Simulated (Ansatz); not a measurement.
A series of runs on a (001) slab of Mn3Sn (cut from a parent of space group no. 194; 16 atoms in the cell)

```xyz
16
Lattice="5.4675 0.0000 0.0000 -2.7338 4.7350 0.0000 0.0000 0.0000 16.7539" Properties=species:S:1:pos:R:3 pbc="T T T"
Mn     2.7338     3.2015     7.2513
Mn     0.0000     1.5335     5.0000
Mn    -1.4057     3.9683     5.0000
Mn     4.1395     0.7667     7.2513
Mn     1.3280     0.7667     7.2513
Mn     1.4057     3.9683     5.0000
Mn     2.7338     3.2015    11.7539
Mn     0.0000     1.5335     9.5026
Mn    -1.4057     3.9683     9.5026
Mn     4.1395     0.7667    11.7539
Mn     1.3280     0.7667    11.7539
Mn     1.4057     3.9683     9.5026
Sn     2.7338     1.5783     5.0000
Sn     0.0000     3.1567     7.2513
Sn     2.7338     1.5783     9.5026
Sn     0.0000     3.1567    11.7539
```
Moments meant for the start (each program seeds them in its own way; μB, in the order of the atoms Mn Mn Mn Mn Mn Mn Mn Mn Mn Mn Mn Mn Sn Sn Sn Sn): 4.0 4.0 4.0 4.0 4.0 4.0 4.0 4.0 4.0 4.0 4.0 4.0 0.0 0.0 0.0 0.0.

Base run A: Ansatz (a first-principles code) with PBE, PAW files, self-consistent single point.

Its settings: basis.ecutwfc = 30.9 Ry; kpoints.mp_grid.grid = 5 5 1; hamiltonian.xc = pbe; hamiltonian.pseudopotentials = {kind: paw} (the program's default PAW files); magnetization.spin_polarized = true; scf.occupations.method = cold; scf.occupations.width = 0.0037 Ry; efield.axis = 3; efield.dipole_correction = true.

The starting cell comes from a database of computed structures (which also holds hypothetical and non-ambient phases and stackings), without a prior relaxation at this level. The slab is cut from that crystal, and its faces are unrelaxed. Its lattice was rescaled in the plane by a random factor within 2.5 % of one. The magnetic order is the one reached from the typed start; others were not searched systematically. The program warned that, by what it read of turns of the moments, another magnetic order lies lower.

ΔF is the free energy per atom less that of run A. 

These are the values that this program gave, and no reference: magnetic slabs can end in a higher state.

```tsv
run	scf.mixing.algorithm, scf.mixing.beta	ΔF (meV/atom)	largest force (eV/Å)	size of the net moment (μB/atom)	iterations
A	default (the program chose MSR1), default	0.00	0.713	2.44	19
B	anderson, 0.02	0.00	0.713	2.44	64
C	anderson, 0.05	0.00	0.713	2.44	36
D	anderson, 0.1	0.00	0.713	2.44	33
E	anderson, 0.2	0.00	0.713	2.44	26
F	anderson, 0.3	0.00	0.713	2.44	24
G	anderson, 0.5	0.00	0.713	2.44	26
H	anderson, 0.7	0.00	0.713	2.44	19
I	anderson, 0.9	0.00	0.713	2.44	20
J	anderson, 1	0.00	0.713	2.44	20
```

Runs B, C, D, E, F, G, H, I, J ended on the same solution as A (within 1 meV/atom and 0.1 μB a site). The fewest iterations to that state were 19 (A, H); the most were 64.

Keys are those of Ansatz 0.2.
